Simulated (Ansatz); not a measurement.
The parent structure is ZrSi (space group Cmcm, No. 63; relaxed with 0.1 eV smearing).

```yaml
crystal:
  lattice:
    - [1.86591, -4.93995, 0.00000]
    - [1.86591, 4.93995, 0.00000]
    - [0.00000, 0.00000, 3.74210]
  atoms:
    - { symbol: Zr, position: [0.64516, 0.35484, 0.25000] }
    - { symbol: Zr, position: [0.35484, 0.64516, 0.75000] }
    - { symbol: Si, position: [0.92142, 0.07858, 0.25000] }
    - { symbol: Si, position: [0.07858, 0.92142, 0.75000] }
```

Calculations: PBEsol in Ansatz (plane waves to 420 eV, PAW, without spin-orbit coupling).

Before the change:

| Property | Result |
|---|---|
| Pressure | 0.0 GPa |
| Band gap | zero |

The change: every lattice vector is shortened by 4.96 %; the atoms relax in the strained cell.

Problem. Predict the new energy relative to the base, pressure, largest internal atomic displacement and band gap.

Solution. The energy grows by 0.213 eV/atom; the pressure (mean of the normal stresses, compression positive) goes from zero to 31.8 GPa; the largest internal atomic displacement amounts to 0.012 Å; the band gap is still zero.

Stability against distortions was not tested. All final runs are without spin polarisation.

Ansatz is an electronic-structure program.
